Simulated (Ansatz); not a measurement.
The starting structures come from a database of crystals and need not be the phases stable at ambient conditions.

Inside the gap of an insulator the Bloch states are evanescent, with a wavenumber k + iκ along the transport direction.

Input:

```yaml
crystal:
  lattice:
    - [5.53789, 0.00000, 0.00000]
    - [0.00000, 5.96625, 0.00000]
    - [0.00000, 0.00000, 5.57332]
  atoms:
    - { symbol: K, position: [0.07908, 0.50000, 0.50000] }
    - { symbol: K, position: [0.92092, 0.00000, 0.00000] }
    - { symbol: Na, position: [0.62497, 0.77051, 0.50000] }
    - { symbol: Na, position: [0.62497, 0.22949, 0.50000] }
    - { symbol: Na, position: [0.37503, 0.72949, 0.00000] }
    - { symbol: Na, position: [0.37503, 0.27051, 0.00000] }
    - { symbol: B, position: [0.20406, 0.00000, 0.50000] }
    - { symbol: B, position: [0.79594, 0.50000, 0.00000] }
    - { symbol: O, position: [0.33592, 0.00000, 0.28668] }
    - { symbol: O, position: [0.33592, 0.00000, 0.71332] }
    - { symbol: O, position: [0.66408, 0.50000, 0.78668] }
    - { symbol: O, position: [0.66408, 0.50000, 0.21332] }
    - { symbol: O, position: [0.95497, 0.00000, 0.50000] }
    - { symbol: O, position: [0.04503, 0.50000, 0.00000] }
```

The cell is taken as given.

Transport runs along the normal of the first two printed cell vectors.

No gap correction and no spin-orbit coupling; mid-gap is the computed energy nearest the middle.

Q: Estimate the band gap and the smallest decay constant κ at mid-gap that Ansatz (a program for electronic structure) with r2SCAN returns for this system.

A: Gap 3.68 eV on a 6×6×6 mesh; κ = 0.394 1/Å, at the zone centre.
